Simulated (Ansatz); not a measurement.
Relaxation of the outer planes of the (100) surface of bcc V in its 1x1 cell, outermost plane spacing 1.50 Å in the ideal cut.

Level of theory: PBE (plane waves to 420 eV, PAW; Ansatz, a program for electronic structure).

Set-up: 8 atoms, 10.5 Å thick at the start (thin: gaps and levels are the slab's own); mesh 13x13x1; 0.1 eV smearing; dipole correction on; all atoms relaxed; start symmetry kept, larger cells not searched; no spin, no spin-orbit, no U.

| plane | atoms | bulk spacing to the next (Å) | relaxed spacing (Å) | change (%) | rumpling (Å) |
|---|---|---|---|---|---|
| 1 | V | 1.499 | ___ | ___ | 0.00 |
| 2 | V | 1.499 | 1.506 | 0.5 | 0.00 |

Some entries are withheld; supply them.


- 1, relaxed spacing (Å): 1.306
- 1, change (%): -12.9
